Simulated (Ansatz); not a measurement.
The starting structures come from a database of crystals and need not be the phases stable at ambient conditions.

By PBEsol, the system below comes out a metal.

The ballistic (Sharvin) conductance counts the channels at the Fermi level: G/A = (e²/h) × channels of both spins per area.

Given:

```yaml
crystal:
  lattice:
    - [6.30724, 0.00000, 0.00000]
    - [0.00000, 6.67397, 0.00000]
    - [2.75199, 3.33698, 4.59781]
  atoms:
    - { symbol: Ni, position: [0.85425, 0.67171, 0.14600] }
    - { symbol: Ni, position: [0.14575, 0.32829, 0.85400] }
    - { symbol: Ni, position: [0.64575, 0.81771, 0.85400] }
    - { symbol: Ni, position: [0.35425, 0.18229, 0.14600] }
    - { symbol: Ni, position: [0.50000, 0.00000, 0.50000] }
    - { symbol: Ni, position: [0.00000, 0.50000, 0.50000] }
    - { symbol: Ni, position: [0.41453, 0.73928, 0.34808] }
    - { symbol: Ni, position: [0.58547, 0.26072, 0.65192] }
    - { symbol: Ni, position: [0.08547, 0.08736, 0.65192] }
    - { symbol: Ni, position: [0.91453, 0.91264, 0.34808] }
    - { symbol: Ge, position: [0.25000, 0.89695, 0.00000] }
    - { symbol: Ge, position: [0.75000, 0.10305, 0.00000] }
    - { symbol: Ge, position: [0.54914, 0.58476, 0.69878] }
    - { symbol: Ge, position: [0.45086, 0.41524, 0.30122] }
    - { symbol: Ge, position: [0.95086, 0.28354, 0.30122] }
    - { symbol: Ge, position: [0.04914, 0.71646, 0.69878] }
```

Space group of this cell: C2/c. The cell is taken as given; by PBEsol its mean pressure is -1.4 GPa.

The current flows along the normal of the first two printed cell vectors. No spin-orbit coupling; the value is a mean over 0.1 eV about the Fermi level.

### Question
Predict the ballistic conductance per area from PBEsol (Ansatz, an electronic-structure program).

### Answer
0.53 × 10¹⁵ S/m² for both spins.
